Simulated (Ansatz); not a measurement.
System: WAg (model structure, Cmcm, No. 63, 4 atoms in the cell). Method: r²SCAN (PAW; Ansatz, an electronic-structure program).

Numerical settings: plane-wave cutoff 560 eV, 18×18×14 k mesh (along the axes of the cell as run), Fermi–Dirac smearing 0.05 eV, no spin polarisation, scalar-relativistic PAW data made under PBE.

Cell (relaxed at this level):

```
CELL_PARAMETERS angstrom
      1.34953    -5.51855     0.00000
      1.34953     5.51855     0.00000
      0.00000     0.00000     4.48709
ATOMIC_POSITIONS crystal
  Ag 0.68599 0.31401 0.25000
  W  0.94195 0.05805 0.25000
  Ag 0.31401 0.68599 0.75000
  W  0.05805 0.94195 0.75000
```

### Question
Estimate the bulk modulus that the calculation returns.

### Answer

bulk modulus: 185 GPa

Note: the run has no spin polarisation, so it can have missed a magnetic state; the bulk modulus is −V dP/dV from two relaxed cells at ±2 % in volume; the relaxation could raise the start's symmetry but not lower it, so the cell can be a saddle point.

Spin–orbit coupling is not included.

Computed values are for the static lattice.

Cost on a shared machine: roughly 28 core-minutes.

A model structure was made by putting elements into a prototype or built by hand; it is no filed structure, need not be a known phase, and can be a saddle point held by its symmetry.
